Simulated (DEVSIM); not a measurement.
Device: illuminated InP p-on-n cell, one wavelength, at 300 K.

Layer 1 from the left is InP, thickness (μm) 0.360, Na (cm⁻³) 2.1e18, τn (s) 1.8e-9, τp (s) 7.5e-11, absorption coefficient (cm⁻¹) 52000. Layer 2 from the left is InP, thickness (μm) 2.10, Nd (cm⁻³) 4.1e15, τn (s) 3e-9, τp (s) 3e-9, absorption coefficient (cm⁻¹) 52000.

Left contact: ohmic, minority electron recombination velocity 5e5 cm/s. Right contact: ohmic, minority hole recombination velocity 6e5 cm/s. Voltage is applied to the left contact. Recombination: SRH at mid-gap, radiative, Auger. Light enters at the left, 2.6e18 photons cm⁻² s⁻¹, one pass, no reflection. Mobility is μmin + (μ − μmin)/(1 + (N/Nref)^α).

This is a model device: material constants are rounded textbook-type values typed into the input, and sizes, dopings and lifetimes were drawn at random. Values at 300 K.

InP: gap (eV) 1.344, affinity (eV) 4.38, permittivity 12.5, Nc (cm⁻³) 5.7e17, Nv (cm⁻³) 1.1e19, μn (cm²/Vs) 5200, μp (cm²/Vs) 170, μn,min 400, μp,min 10, Nref,n 3e17, Nref,p 4.9e17, αn 0.47, αp 0.62, B (cm³/s) 1.2e-10, Cn (cm⁶/s) 9e-31, Cp (cm⁶/s) 9e-31.

DEVSIM, 1D drift-diffusion, Boltzmann statistics, complete ionisation; no tunnelling, impact ionisation, image-force lowering or self-heating.

Dark forward current:

| |V| (V) | |J| (A/cm²) |
|---|---|
| 0.05 | 2.203e-9 |
| 0.10 | 7.700e-9 |
| 0.15 | 2.239e-8 |
| 0.20 | 6.228e-8 |
| 0.25 | 1.710e-7 |
| 0.30 | 4.685e-7 |
| 0.35 | 1.285e-6 |
| 0.40 | 3.534e-6 |
| 0.45 | 9.766e-6 |
| 0.50 | 2.716e-5 |
| 0.55 | 7.624e-5 |
| 0.60 | 0.0002171 |
| 0.65 | 0.0006334 |
| 0.70 | 0.001929 |
| 0.75 | 0.006326 |
| 0.80 | 0.02331 |
| 0.85 | 0.09975 |
| 0.90 | 0.4914 |
| 0.95 | 2.582 |
| 1.00 | 12.34 |
| 1.05 | 47.68 |
| 1.10 | 158.4 |
| 1.15 | 499.4 |
| 1.20 | 1595 |
| 1.25 | 5045 |

### Question
Work out the local ideality factor n = ΔV / (kT/q · ln(J2/J1)) between the rows 0.15 and 0.20 V, 0.90 and 0.95 V, 1.20 and 1.25 V.

### Answer
kT/q = 25.85 mV. From 0.15 to 0.20 V: ln(6.228e-8/2.239e-8) = 1.023, n = 1.89, near the 2 of recombination in the depletion region. From 0.90 to 0.95 V: ln(2.582/0.4914) = 1.659, n = 1.17. From 1.20 to 1.25 V: ln(5045/1595) = 1.152, n = 1.68.

### Question
What current could the absorbed light give at most, and what share is collected?

### Answer
Σ αd = 12.8, so qΦ(1 − exp(−Σ αd)) = 417 mA/cm². The simulated short-circuit current is 349.4 mA/cm², a share of 0.84.

### Question
Estimate the open-circuit voltage by superposition: the voltage at which the dark current equals that short-circuit current.

### Answer
Interpolating ln J in the table gives 0.889 V. The simulation gives 0.889 V, the same within the digits that matter. Superposition holds where collection doesn't change with voltage.

### Question
Estimate the fill factor from FF0 = (v − ln(v + 0.72))/(v + 1), v = qVoc/(nkT), with n from the dark curve.

### Answer
The rows about Voc, 0.85 and 0.90 V, give n = 1.21, so v = 28.4 and FF0 = 0.851. The simulation gives 0.838; the estimate lies 1.6 % above.
